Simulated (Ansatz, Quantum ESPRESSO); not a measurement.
# Code comparison for LaTl3 (Pm-3m, 4 atoms in the cell)

Self-consistent single point.

```
LaTl3
1.0
    4.91883     0.00000     0.00000
    0.00000     4.91883     0.00000
    0.00000     0.00000     4.91883
La Tl
1 3
Direct
  0.00000   0.00000   0.00000
  0.00000   0.50000   0.50000
  0.50000   0.00000   0.50000
  0.50000   0.50000   0.00000
```

Shared settings, as Ansatz (a program for electronic structure) writes them: kpoints.mp_grid.grid = 9 9 9; scf.occupations.method = fermi_dirac; scf.occupations.width = 0.136 eV. Potentials and cutoffs stand in the table.

```tsv
code	model	pressure (GPa)	cutoff
Quantum ESPRESSO	PBEsol, SSSP 1.1.2 precision (PBE) pseudopotentials	-3.33	65 Ry
Ansatz	PBEsol, PAW files made with PBE	-3.30	420 eV
```

On Ansatz's run: spin-orbit coupling is off.

The spread over the programs that give each value: pressure within 0.03 GPa.

Ansatz's pressure is given at a fixed set of plane waves, as the other plane-wave codes print theirs.

The starting cell comes from a database of computed structures (which also holds hypothetical and non-ambient phases and stackings), without a prior relaxation at this level. Its lattice was rescaled by a random factor within 2.5 % of one.

Left out of this page: Elk and FLEUR (not drawn, or without a comparable value).

Keys are those of Ansatz 0.2.
